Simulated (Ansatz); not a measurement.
Functionals compared on NH3 on the 1x1 (100) surface of monoclinic ZrO2 (cut with top plane 2 O), one in a 1x1 cell, started at the site 'bridge O-O (span 5.4 Å)', in Ansatz (plane waves, PAW). The structure was relaxed with PBE; the other rows are single points on it, each with its references at the same level. Cutoff 420 eV (500 eV for r2SCAN). HSE06 used the coarser mesh 3x3x1.

Host crystal: monoclinic ZrO2, with a band gap (PBE, scalar-relativistic without spin-orbit coupling).

Model: 28-atom slab, 9.4 Å thick at the start under the adsorbate (thin: gaps and levels are the slab's own), 4x4x1 mesh, Fermi-Dirac 0.01 eV, dipole correction, 12 atoms held, the rest relaxed; no symmetry held; no spin, no spin-orbit, no U, no dispersion correction. At the end it is bonded to Zr. In PBE it is, or lies within 0.03 eV of, the lowest of the starts that converged. These notes are the PBE run's. Adsorption energies are against NH3(g). A negative adsorption energy means that the adsorbate is more stable on the surface than in its reference.

A dash marks a value that is undefined for that row or was read on another mesh.

```tsv
functional	adsorption energy (eV)	gap of the slab on its k-mesh (eV)	highest filled level below the top vacuum level (eV)	rough cost of the single point
PBE	-1.24	3.52	5.24	–
RPBE	-0.95	3.58	5.13	roughly 80 core-seconds
r2SCAN	-1.45	3.95	5.53	very roughly 2.3 core-minutes
HSE06	-1.32	–	–	around 30 core-minutes (rough)
```

Ansatz is an electronic-structure program.
